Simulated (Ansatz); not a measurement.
Band structure of Mg7Cu (P-6m2, 8 atoms in the cell).

```xyz
8
Lattice="6.1967 0.0000 0.0000 -3.0984 5.3665 0.0000 0.0000 0.0000 5.0107" Properties=species:S:1:pos:R:3 pbc="T T T"
Mg     0.0000     1.7809     0.0000
Mg    -1.5561     4.4761     0.0000
Mg     1.5561     4.4761     0.0000
Mg     4.5993     2.6554     2.5053
Mg     3.0984     0.0557     2.5053
Mg     1.5974     2.6554     2.5053
Mg     0.0000     0.0000     2.5053
Cu     3.0984     1.7888     0.0000
```

Level of theory: PBEsol, PAW files made with PBE (plane waves; Ansatz, a first-principles code).

Settings: kpoints.mp_grid.grid = 4 4 5; hamiltonian.xc = pbesol; hamiltonian.pseudopotentials = {kind: paw} (the program's default PAW files); scf.occupations.method = gaussian; scf.occupations.width = 0.1 eV; kpoints.band_path.npoints = 8.

The starting cell comes from a database of computed structures (which also holds hypothetical and non-ambient phases and stackings), without a prior relaxation at this level. Spin polarisation is off.

Levels in eV from the Fermi level, bands 42 to 49:
```
point     42     43     44     45     46     47    48    49
-----  -----  -----  -----  -----  -----  -----  ----  ----
Γ      -1.83  -1.43  -1.43  -1.42  -0.48   3.13  3.21  3.21
M      -0.19  -0.03   0.35   0.52   1.52   1.61  1.81  2.03
K      -0.20   0.02   0.25   0.27   0.38   0.69  0.81  1.18
A      -0.88  -0.81  -0.60  -0.60  -0.43  -0.13  0.39  0.39
L      -1.75  -1.58  -1.49  -1.35   2.70   2.80  2.83  3.44
H      -2.32  -2.32   0.49   0.84   1.10   1.28  1.96  2.39
```

Bands cross the Fermi level along this path, so the cell is metallic at this level.

Keys are those of Ansatz 0.2.
